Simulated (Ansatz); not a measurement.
MgS under load (space group I4/mmm), r2SCAN with spin-orbit coupling, rigid bands in Ansatz (a program for electronic structure). Condition of this run: biaxial stress xx = yy = -1 GPa (compression positive) (the target of the relaxation). Band gap 3.37 eV, N_c = 7.52e18 cm⁻³ and N_v = 6.01e19 cm⁻³ at 300 K, conductivity masses along x (a = (0.00, 2.62, 2.59) Å; b = (2.62, 0.00, 2.59) Å; c = (2.62, 2.62, 0.00) Å) of 0.333 mₑ (electrons) and 1.18 mₑ (holes). Take k_BT = 0.02585 eV.

Task: Find the intrinsic carrier density and the intrinsic Fermi level.

Result: n_i = √(N_c N_v) exp(−E_g/2k_BT) = 2.13e19 × exp(−65.18) = 1.0e-9 cm⁻³. The level lies (k_BT/2) ln(N_v/N_c) = 27 meV from mid-gap (positive towards the conduction band). Each 0.1 eV added to the gap lowers n_i by a factor of 6.9.

Task: What thermal injection velocity √(2k_BT/πm) limits a ballistic channel along the direction named?

Result: 9.32e6 cm/s for electrons and 4.95e6 cm/s for holes, a ratio of √(m_h/m_e) = 1.88, for dilute carriers.

Task: A film of it is 2 nm thick, with its normal along the direction named. Estimate the confinement energies in an infinite well.

Result: ħ²π²/(2m t²) = 0.376 eV·nm²/(m/mₑ × t²) gives 282 meV for electrons and 79.7 meV for holes, so the gap would widen to about 3.73 eV. Finite barriers and nonparabolic bands lower this, and with several valleys or bands the heaviest mass along the normal sets the lowest level, not this average.

Rigid bands with the computed gap; masses take one relaxation time for all states.
